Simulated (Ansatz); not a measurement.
## Ru, element substitutions

The reference is Ru in the hcp (Mg type) structure (space group P6_3/mmc, No. 194; a = 2.7045 Å, c = 4.2601 Å).

Each row replaces one element on all its sites; cell and atoms are relaxed.

Calculations: r2SCAN (Ansatz, a first-principles code), spin-orbit coupling left out.

```csv
change,shortest interatomic distance,density
base,2.641 Å,12.44 g/cm³
Ru → Os,2.675 Å,22.54 g/cm³
Ru → Si,2.642 Å,(withheld)
Ru → Mo,2.736 Å,9.98 g/cm³
Ru → Re,(withheld),21.04 g/cm³
```

Question: Some entries are withheld; estimate them.

Answer: 
- Ru → Si, density: 3.41 g/cm³
- Ru → Re, shortest interatomic distance: 2.741 Å

No phonon test of stability was made. For Si and Mo in this form, whether it has been made was not checked. All final runs are without spin polarisation. This is not the structure that Si has at room temperature and ambient pressure. This is not the structure that Mo has at room temperature and ambient pressure.
